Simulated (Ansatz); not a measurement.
Consider Li in the bcc (W type) structure (space group Im-3m, No. 229; a = 3.435 Å; relaxed with 0.1 eV smearing).

All numbers come from Ansatz (a program for electronic structure), PBE, PAW, cutoff 420 eV, no spin-orbit coupling.

For the base:

The pressure is 0.0 GPa.

One thing is altered: the cell is scaled by 0.9700 in all directions; the atoms relax in the strained cell.

Task: What happens to the pressure and energy relative to the base?

Result: The pressure goes from zero to 1.5 GPa; the energy grows by 7.7 meV/atom.

Whether these cells are dynamically stable was not tested.
